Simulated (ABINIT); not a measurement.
A self-consistent single point of Cu4Br3Cl (I4/mmm, 8 atoms in the cell) with ABINIT.

Computed with PBEsol+U, PAW (JTH v2.0 PBE PAW, files made for PBE) (plane waves; ABINIT).

```
Cu4Br3Cl
1.0
   -2.66324     2.66324     5.31304
    2.66324    -2.66324     5.31304
    2.66324     2.66324    -5.31304
Cu Br Cl
4 3 1
Direct
  0.00000   0.50000   0.50000
  0.50000   0.00000   0.50000
  0.25363   0.25363   0.00000
  0.74637   0.74637   0.00000
  0.75000   0.25000   0.50000
  0.25000   0.75000   0.50000
  0.00000   0.00000   0.00000
  0.50000   0.50000   0.00000
```

Reference input (self-consistent single point, DFT, PBEsol, plane waves, PAW (JTH v2.0 PBE PAW, files made for PBE)): pseudos = [Cu.GGA_PBE-JTH.xml, Br.GGA_PBE-JTH.xml, Cl.GGA_PBE-JTH.xml]; ecut = 60 Ry; pawecutdg = 120 Ry; pawxcdev = 0; ixc = -116133; occopt = 3; tsmear = 0.1 eV; ngkpt = 4 4 4; nshiftk = 1; shiftk = 0 0 0; potentials = JTH v2.0 PBE PAW; nband = 65. This run's input differs from it in these lines:

```diff
@@ -25,2 +25,6 @@
 ixc -116133
+usepawu 1
+lpawu 2 -1 -1
+upawu 1 0 0 eV
+jpawu 0 0 0 eV
 occopt 3
```

Log, with long lists cut:

```
--- !BeginCycle
solver: {iscf: 17, nstep: 80, nline: 4, wfoptalg: 10, }
tolerances: {tolvrs: 1.00E-11, }
...

     iter   Etot(hartree)      deltaE(h)  residm     nres2
 ETOT  1  -838.02936329870    -8.380E+02 5.473E+01 7.430E+01
 ETOT  2  -847.32970329045    -9.300E+00 1.104E-01 4.851E+01
 ETOT  3  -847.27115065119     5.855E-02 4.476E-02 1.825E+01
 ETOT  4  -847.26668055565     4.470E-03 1.437E-02 6.981E+00
 ETOT  5  -847.26024418680     6.436E-03 3.031E-03 2.976E+00
   [... 14 lines left out ...]
 ETOT 20  -847.25633716520    -2.728E-12 1.360E-04 1.301E-10
 ETOT 21  -847.25633716521    -8.754E-12 1.002E-04 8.735E-11
 ETOT 22  -847.25633716525    -3.740E-11 7.456E-05 1.205E-11
 ETOT 23  -847.25633716522     2.558E-11 5.438E-05 1.156E-12
 At SCF step   23       nres2   =  1.16E-12 < tolvrs=  1.00E-11 =>converged.

 Cartesian components of stress tensor (hartree/bohr^3)
  sigma(1 1)=  1.25502447E-04  sigma(3 2)=  0.00000000E+00
  sigma(2 2)=  1.25502447E-04  sigma(3 1)=  0.00000000E+00
  sigma(3 3)=  1.28852485E-04  sigma(2 1)=  0.00000000E+00

 ----iterations are completed or convergence reached----

 reduced coordinates (array xred) for    8 atoms
       0.000000000000      0.500000000000      0.500000000000
       0.500000000000      0.000000000000      0.500000000000
       0.253630000000      0.253630000000      0.000000000000
       0.746370000000      0.746370000000      0.000000000000
       0.750000000000      0.250000000000      0.500000000000
       0.250000000000      0.750000000000      0.500000000000
   [... lines left out ...]
 Fermi (or HOMO) energy (eV) =   3.62877   Average Vxc (eV)= -10.43087
   [... lines left out ...]
'-kT*entropy'       : -8.84759270630652E-04
total_energy        : -8.47256337468977E+02
total_energy_eV     : -2.30550174266860E+04
...

-Cartesian components of stress tensor (GPa)         [Pressure= -3.7253E+00 GPa]
- sigma(1 1)=  3.69240885E+00  sigma(3 2)=  0.00000000E+00
- sigma(2 2)=  3.69240885E+00  sigma(3 1)=  0.00000000E+00
- sigma(3 3)=  3.79097035E+00  sigma(2 1)=  0.00000000E+00

 Calculation completed.
```

The run converged in 23 iterations. Against the reference run the pressure goes from -3.91 to -3.73 GPa and the largest force stays at 0.096 eV/Å.

The starting cell comes from a database of computed structures (which also holds hypothetical and non-ambient phases and stackings), without a prior relaxation at this level. Spin polarisation is off, so a magnetic state, if there is one, cannot be reached. The U value is a test value, and with U on an open shell several self-consistent states can exist. The potentials were made for another functional than the one used. With a pressure of about -4 GPa the cell is away from its equilibrium volume at this level. The run gives no clean gap (levels at the Fermi energy touch, overlap or are partly filled at this smearing), which alone does not show that the compound is a metal.

Cost on one core of a shared machine: roughly 10 min.
